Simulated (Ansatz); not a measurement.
Given:

```yaml
crystal:
  lattice:
    - [0.00000, 2.62755, 2.62755]
    - [2.62755, 0.00000, 2.62755]
    - [2.62755, 2.62755, 0.00000]
  atoms:
    - { symbol: Na, position: [0.00000, 0.00000, 0.00000] }
    - { symbol: Cl, position: [0.50000, 0.50000, 0.50000] }
```

No spin polarisation.

The values are results of plane-wave PAW DFT at the PBE level (Ansatz, a quantum-chemistry and plane-wave program, 420 eV), no spin-orbit coupling, not measurements. k-mesh 10×10×10 (Γ-centred); smearing 0.05 eV (Fermi–Dirac).

**Question.** Predict the gap character and electron mass.

**Answer.** 
- Gap character = direct at Γ
- Electron mass = 0.38 mₑ (at Γ)

Load acts through the strain it causes; cell and atoms are relaxed under it. Effective masses come from finite differences of ±0.01 Å⁻¹. Stability against distortions was not tested. No other phases were tried under pressure. The cell was made from NaCl in the rock salt structure (space group Fm-3m, No. 225) by this change: pressure 10 GPa.
